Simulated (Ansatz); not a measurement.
A self-consistent single point of Si3N4 (Fd-3m, 14 atoms in the cell) with Ansatz (a program for electronic structure).

Method: LDA (PW92), default PAW files made with PBE (plane waves; Ansatz).

```xyz
14
Lattice="0.0000 3.9446 3.9446 3.9446 0.0000 3.9446 3.9446 3.9446 0.0000" Properties=species:S:1:pos:R:3 pbc="T T T"
Si     0.9862     0.9862     0.9862
Si     0.9862     2.9585     2.9585
Si     2.9585     0.9862     2.9585
Si     2.9585     2.9585     0.9862
Si     5.9169     5.9169     5.9169
Si     3.9446     3.9446     3.9446
N      2.8606     2.8606     2.8606
N      2.8606     5.0286     5.0286
N      5.0286     2.8606     5.0286
N      5.0286     5.0286     2.8606
N      7.0009     7.0009     7.0009
N      7.0009     4.8329     4.8329
N      4.8329     7.0009     4.8329
N      4.8329     4.8329     7.0009
```

Reference input (self-consistent single point, DFT, LDA (PW92), plane waves, default PAW files made with PBE): basis.ecutwfc = 420 eV; kpoints.mp_grid.grid = 6 6 6; hamiltonian.xc = lda; hamiltonian.pseudopotentials = {kind: paw} (the program's default PAW files); scf.occupations.method = methfessel_paxton; scf.occupations.width = 0.1 eV. This run's input differs from it in these lines:

Ansatz 0.2 input:
```diff
@@ -21,3 +21,3 @@
 basis:
-  ecutwfc: 420.0
+  ecutwfc: 210.0
 kpoints:
```

Output (repeated stretches shortened):

```
SCF iter   1: F=—  HF=-6637.236002 eV  |F-HF|=—  |Δ(HF+E_count)|=         —  Δρ=7.60e-2  dr2=3.99e0  ethr=1.77e-3  ⟨swp⟩=9.0  Hψ=3848  notcnv=0  defer=14
all-band conjugate gradients solve this SCF's bands
preconditioner: auto → Resta (q_TF=auto, 2.448 Å⁻¹)
SCF iter   2: F=—  HF=-6635.745717 eV  |F-HF|=—  |Δ(HF+E_count)|=    1.49e0  S|Δr|=    0.00e0  Δρ=2.32e-2  dr2=1.43e-1  ethr=1.77e-3  ⟨swp⟩=2.5  Hψ=1480  notcnv=0  defer=133
SCF iter   3: F=—  HF=-6635.699111 eV  |F-HF|=—  |Δ(HF+E_count)|=   4.66e-2  S|Δr|=    0.00e0  Δρ=9.17e-3  dr2=2.47e-2  ethr=2.23e-4  ⟨swp⟩=2.4  Hψ=1030  notcnv=0  defer=133
SCF iter   4: F=—  HF=-6635.694880 eV  |F-HF|=—  |Δ(HF+E_count)|=   4.23e-3  S|Δr|=    0.00e0  Δρ=5.26e-4  dr2=9.57e-5  ethr=3.85e-5  ⟨swp⟩=1.8  Hψ=905  notcnv=0  defer=133
SCF iter   5: F=—  HF=-6635.694884 eV  |F-HF|=—  |Δ(HF+E_count)|=   3.95e-6  S|Δr|=    0.00e0  Δρ=3.54e-5  dr2=1.29e-6  ethr=1.50e-7  ⟨swp⟩=2.4  Hψ=1231  notcnv=0  defer=133
SCF iter   6: F=-6635.694884 eV  HF=-6635.694884 eV  |F-HF|=4.21e-9  |Δ(HF+E_count)|=   1.11e-7  S|Δr|=    0.00e0  Δρ=5.17e-6  dr2=2.96e-8  ethr=1.56e-10  ⟨swp⟩=12.7  Hψ=3918  notcnv=0
SCF 1 converged in 6 iterations: F = -6635.694884 eV  dr2 = 2.96e-8
Stability not checked (fill_not_monotonic)
Free energy (F): -6635.694884 eV
Internal energy: -6635.694884 eV  (E = F + TS)
E sigma→0 (E₀):  -6635.694884 eV
Fermi energy:    11.797374 eV
--- Forces (eV/Å), atoms counted from 1 ---
  atom   1  Si     0.00000000    -0.00000000    -0.00000000
  atom   2  Si     0.00000000     0.00000000     0.00000000
  atom   3  Si     0.00000000    -0.00000000    -0.00000000
  atom   4  Si     0.00000000     0.00000000     0.00000000
  atom   5  Si    -0.00000000    -0.00000000    -0.00000000
   [... lines left out ...]
  atom  14  N      1.48068773     1.48068773    -1.48068773
--- Stress (GPa, compression-positive) ---
       -3.761619       0.000000      -0.000000
       -0.000000      -3.761619       0.000000
       -0.000000       0.000000      -3.761619
  P = ⅓ Tr σ = -3.7616 GPa (-37.616 kbar)
  The stress holds the Pulay correction. Without it, at fixed plane waves, as pw.x and ABINIT print it: P = -102.7146 GPa
```

The run converged in 6 iterations. Against the reference run the free energy goes up by 1.63 eV/atom, the pressure goes from -16.92 to -3.76 GPa, the largest force goes from 2.341 to 2.565 eV/Å and the gap on the mesh goes from 3.175 to 3.043 eV.

The starting cell was generated: these elements placed on a structure prototype, without a prior relaxation; it need not be a known phase or ordering of this composition. Forces in this geometry exceed 1 eV/Å. Ansatz's pressure includes its estimate of the finite-basis (Pulay) stress. Without the estimate this run gives -102.71 GPa. The cutoff lies below the one recommended for these files.
